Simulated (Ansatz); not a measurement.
Li2S (antifluorite start, 48-atom cell) (held in this type by symmetry, stable or not), space group Fm-3m.

```xyz
48
Lattice="-5.7092 5.7092 5.7092 5.7092 -5.7092 5.7092 5.7092 5.7092 -5.7092" Properties=species:S:1:pos:R:3 pbc="T T T"
S      5.7092     2.8546    -2.8546
S      5.7092     0.0000     0.0000
S      5.7092    -2.8546     2.8546
S      2.8546     5.7092    -2.8546
S      0.0000     0.0000     0.0000
S      2.8546     2.8546     0.0000
S      2.8546     0.0000     2.8546
S      5.7092     2.8546     2.8546
S      2.8546    -2.8546     5.7092
S      0.0000     5.7092     0.0000
S      0.0000     2.8546     2.8546
S      2.8546     5.7092     2.8546
S      0.0000     0.0000     5.7092
S      2.8546     2.8546     5.7092
S     -2.8546     5.7092     2.8546
S     -2.8546     2.8546     5.7092
Li     1.4273    -1.4273     4.2819
Li     7.1364     1.4273     1.4273
Li     1.4273     4.2819    -1.4273
Li    -1.4273     1.4273     4.2819
Li     1.4273     1.4273     1.4273
Li     4.2819     4.2819     1.4273
Li     4.2819     1.4273     4.2819
Li    -4.2819     4.2819     4.2819
Li    -1.4273     4.2819     1.4273
Li     1.4273     7.1364     1.4273
Li     1.4273     4.2819     4.2819
Li     4.2819    -4.2819     4.2819
Li     1.4273     1.4273     7.1364
Li     4.2819     4.2819    -4.2819
Li     4.2819     1.4273    -1.4273
Li     4.2819    -1.4273     1.4273
Li    -1.4273     7.1364     1.4273
Li    -1.4273     4.2819     4.2819
Li    -1.4273     1.4273     7.1364
Li     7.1364    -1.4273     1.4273
Li     4.2819     4.2819     4.2819
Li     1.4273     1.4273    -1.4273
Li     1.4273    -1.4273     1.4273
Li     4.2819     1.4273     1.4273
Li     7.1364     1.4273    -1.4273
Li     4.2819    -1.4273     4.2819
Li    -1.4273     1.4273     1.4273
Li     1.4273     4.2819     1.4273
Li     4.2819     4.2819    -1.4273
Li     1.4273     1.4273     4.2819
Li     1.4273    -1.4273     7.1364
Li     1.4273     7.1364    -1.4273
```

Computed with PBE (plane waves to 420 eV, PAW; Ansatz, a quantum-chemistry and plane-wave program). No spin–orbit coupling; PBE gaps are too small against experiment. Its k-point mesh 3×3×3, Fermi–Dirac width 0.01 eV.

Q: List the levels next to the gap at Γ of this cell's own (folded) zone, from the top of the valence band (the table ends after a fixed count of bands, which can cut a degenerate set).

A: 
```
band  E − E_v (eV)
----  ------------
v4          -0.538
v3           0.000
v2           0.000
v1           0.000
c1           3.395
c2           3.395
c3           3.395
c4           4.236
```
